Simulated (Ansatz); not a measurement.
**Effort and miss along a sweep of basis.ecutwfc: Bi₂Pt₃S₂ (I2_13, 14 atoms in the cell)**

Cell: a = 7.2842 Å, b = 7.2842 Å, c = 7.2842 Å, α = 109.47°, β = 109.47°, γ = 109.47°.

Method: LDA (PW92), default PAW files made with PBE (plane waves; Ansatz, a quantum-chemistry and plane-wave program).

Base settings: basis.ecutwfc = 420 eV; kpoints.mp_grid.grid = 3 3 3; hamiltonian.xc = lda; hamiltonian.pseudopotentials = {kind: paw} (the program's default PAW files); scf.occupations.method = methfessel_paxton; scf.occupations.width = 0.1 eV.

Misses are taken against the tightest run, 840 eV, which need not be fully converged itself. The energy is the free energy per atom.

The count of work is k-points × plane waves × bands × iterations; it is no time, and leaves out set-up, grids and terms that scale otherwise. 

Ansatz's pressure holds its estimate of the finite-basis (Pulay) stress, which hides part of the cutoff error; the uncorrected pressure shows it.

The starting cell comes from a database of published, mostly measured structures (it also holds non-ambient and calculated ones), without a prior relaxation at this level. Spin polarisation is off. In the base run, with a pressure of about -3 GPa the cell is away from its equilibrium volume at this level. Ansatz's pressure includes its estimate of the finite-basis (Pulay) stress.

The runs (basis.ecutwfc): 170 eV | 210 eV | 250 eV | 295 eV | 335 eV | 380 eV | 420 eV | 485 eV | 545 eV | 630 eV | 735 eV | 840 eV.

Problem. Which is the coarsest setting among those run that, with all tighter ones, holds the energy within 20 meV/atom of the reference, and what does it save?

Solution. 335 eV, off by 15 meV/atom; it needs 0.25 of the reference's count of work.

Problem. Which is the coarsest setting among those run that, with all tighter ones, holds the energy within 2 meV/atom of the reference, and what does it save?

Solution. 420 eV, off by 1.5 meV/atom; it needs 0.35 of the reference's count of work.

Problem. What does the step from 250 eV to 735 eV buy?

Solution. It takes the miss in the energy from 990 to 0.05 meV/atom, for 4.3 times the count of work.

| basis.ecutwfc | energy less reference (meV/atom) | pressure less reference (GPa) | largest difference in the force on any atom (eV/Å) | uncorrected pressure less reference (GPa) | count of work / reference |
|---|---|---|---|---|---|
| 170 eV | 21300.70 | -11.64 | 1.089 | -651.17 | 0.12 |
| 210 eV | 4892.39 | -0.17 | 0.613 | -197.00 | 0.15 |
| 250 eV | 992.73 | 0.00 | 0.290 | -52.29 | 0.19 |
| 295 eV | 129.42 | 0.22 | 0.057 | -9.29 | 0.21 |
| 335 eV | 14.57 | 0.07 | 0.013 | -1.28 | 0.25 |
| 380 eV | 2.33 | 0.02 | 0.003 | -0.07 | 0.31 |
| 420 eV | 1.45 | 0.01 | 0.001 | -0.02 | 0.35 |
| 485 eV | 0.59 | 0.00 | 0.001 | -0.01 | 0.44 |
| 545 eV | 0.32 | 0.00 | 0.000 | 0.00 | 0.52 |
| 630 eV | 0.13 | 0.00 | 0.000 | 0.00 | 0.66 |
| 735 eV | 0.05 | 0.00 | 0.000 | 0.00 | 0.82 |
| 840 eV | 0.00 | 0.00 | 0.000 | 0.00 | 1.0 |

Keys are those of Ansatz 0.2.
